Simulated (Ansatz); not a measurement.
## A computed series for BeTe: response to strain

Base system: BeTe in the zinc blende structure (space group F-43m, No. 216).

```
BeTe
1.0
    0.00000     2.77712     2.77712
    2.77712     0.00000     2.77712
    2.77712     2.77712     0.00000
Be Te
1 1
Direct
  0.00000   0.00000   0.00000
  0.25000   0.25000   0.25000
```

Cartesian axes are those of the cell as printed.

Strains are applied to the cell and any free atomic positions relax.

Computed with LDA in Ansatz (plane waves to 420 eV, PAW, scalar-relativistic without spin-orbit coupling).

Notes on the quantities. energy relative to the base: free energy F.

| case | band gap | energy relative to the base | shortest interatomic distance |
|---|---|---|---|
| base | 1.79 eV | 0 meV/atom | 240.5 pm |
| tensor shear ε_xy = +0.57 % | 1.73 eV | +0.5 meV/atom | 240.1 pm |
| tensor shear ε_xy = +0.86 % | (withheld) | +1.1 meV/atom | 239.9 pm |
| tensor shear ε_xy = +0.29 % | 1.76 eV | +0.1 meV/atom | 240.3 pm |
| tensor shear ε_xy = +1.14 % | 1.66 eV | (withheld) | 239.6 pm |
| tensor shear ε_xy = +1.43 % | 1.62 eV | +2.9 meV/atom | 239.4 pm |
| tensor shear ε_xy = +1.71 % | 1.57 eV | +4.2 meV/atom | 239.2 pm |
| tensor shear ε_xy = +2.00 % | 1.52 eV | +5.7 meV/atom | 239.0 pm |

Task: What belongs in the blanks?

Result: 
- tensor shear ε_xy = +0.86 %, band gap: 1.70 eV
- tensor shear ε_xy = +1.14 %, energy relative to the base: +1.9 meV/atom

Spin-orbit coupling, missing from the scalar runs, can matter with Te. Stability against distortions was not tested.

Ansatz is an electronic-structure program.
